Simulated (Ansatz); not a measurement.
Base system: BN in the zinc blende structure (space group F-43m, No. 216).

```
CELL_PARAMETERS angstrom
      0.00000     1.80284     1.80284
      1.80284     0.00000     1.80284
      1.80284     1.80284     0.00000
ATOMIC_POSITIONS crystal
  B  0.00000 0.00000 0.00000
  N  0.25000 0.25000 0.25000
```

Cartesian axes are those of the cell as printed.

Computed with PBEsol (Ansatz, a program for electronic structure; PAW; 420 eV plane waves; scalar-relativistic without spin-orbit coupling).

Before the change:

| Property | Result |
|---|---|
| Band gap | 4.30 eV |

Perturbation: tensile biaxial strain of 2.50 % in the plane normal to [111], as in epitaxy on a mismatched substrate; the out-of-plane cell vector and the atoms relax.

Q: Predict the new out-of-plane strain.

A: The out-of-plane strain is -0.40 %.

Q: Predict the new band gap.

A: The band gap shrinks by 0.144 eV, from 4.30 eV to 4.15 eV.

Q: What happens to the hole mass?

A: The hole mass is 0.27 mₑ out of plane, 1.2 mₑ in plane (at Γ).

Masses are band curvatures over ±0.01 Å⁻¹ around the edge. Whether these cells are dynamically stable was not tested.
